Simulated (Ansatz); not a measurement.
SiC2N4 (Pn-3m, No. 224, 14 atoms in the cell; start mp-30160), treated with LDA (Ansatz, a first-principles code, plane waves, PAW).

Settings: plane-wave cutoff 520 eV, 6×6×6 k mesh, Fermi–Dirac smearing 0.01 eV, scalar-relativistic PAW data made under PBE.

Cell (relaxed with PBEsol):

```
C2N4Si
1.0
    6.66845     0.00000     0.00000
    0.00000     6.66845     0.00000
    0.00000     0.00000     6.66845
Si C N
2 4 8
Cartesian
  3.33422   3.33422   3.33422
  0.00000   0.00000   0.00000
  5.00134   1.66711   1.66711
  1.66711   1.66711   5.00134
  1.66711   5.00134   1.66711
  5.00134   5.00134   5.00134
  0.97040   5.69804   0.97040
  4.30463   4.30463   4.30463
  5.69804   0.97040   0.97040
  2.36382   2.36382   4.30463
  0.97040   0.97040   5.69804
  4.30463   2.36382   2.36382
  5.69804   5.69804   5.69804
  2.36382   4.30463   2.36382
```

### Question
Give the computed band gap, smallest direct gap on the k points sampled and direct gap at Γ.

### Answer

- band gap: 4.17 eV
- smallest direct gap on the k points sampled: 4.18 eV
- direct gap at Γ: 4.33 eV

Note: cell and atoms aren't relaxed at this level (largest force component 0.12 eV/Å, pressure -1.9 GPa).

A start named mp-… is a Materials Project structure, which need not be a measured phase.
